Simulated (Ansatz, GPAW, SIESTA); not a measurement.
# Code comparison for Rb3Ba (I4/mmm, 4 atoms in the cell)

Self-consistent single point.

```
Rb3Ba
1.0
   -3.38259     3.38259     7.39567
    3.38259    -3.38259     7.39567
    3.38259     3.38259    -7.39567
Rb Ba
3 1
Direct
  0.75000   0.25000   0.50000
  0.25000   0.75000   0.50000
  0.50000   0.50000   0.00000
  0.00000   0.00000   0.00000
```

Shared settings, as Ansatz (a quantum-chemistry and plane-wave program) writes them: kpoints.mp_grid.grid = 6 6 6; scf.occupations.method = fermi_dirac; scf.occupations.width = 0.1 eV. Potentials and cutoffs stand in the table.

```json
[
 {"code": "GPAW", "model": "PBEsol, GPAW PAW datasets PBEsol (made by gpaw-setup)", "pressure (GPa)": "-0.27", "cutoff": "550 eV"},
 {"code": "SIESTA", "model": "GGA PBEsol, numerical atomic orbitals DZP, PseudoDojo PBEsol standard norm-conserving potentials (rewritten from UPF to PSML)", "pressure (GPa)": "0.29", "cutoff": "grid 400 Ry"},
 {"code": "Ansatz", "model": "PBEsol, PAW files made with PBE", "pressure (GPa)": "-0.27", "cutoff": "default"}
]
```

The spread over the programs that give each value: pressure within 0.56 GPa.

SIESTA uses small atom-centred bases, whose incompleteness enters pressures, forces and empty levels differently from a plane-wave cutoff. Ansatz's pressure is given at a fixed set of plane waves, as the other plane-wave codes print theirs.

On the base mesh (5 5 5) the same programs gave: Ansatz pressure -0.27 GPa; GPAW pressure -0.27 GPa; SIESTA pressure 0.29 GPa.

The starting cell comes from a database of computed structures (which also holds hypothetical and non-ambient phases and stackings), without a prior relaxation at this level. Its lattice was rescaled by a random factor within 2.5 % of one.

Left out of this page: CP2K (on another mesh).

Keys are those of Ansatz 0.2.
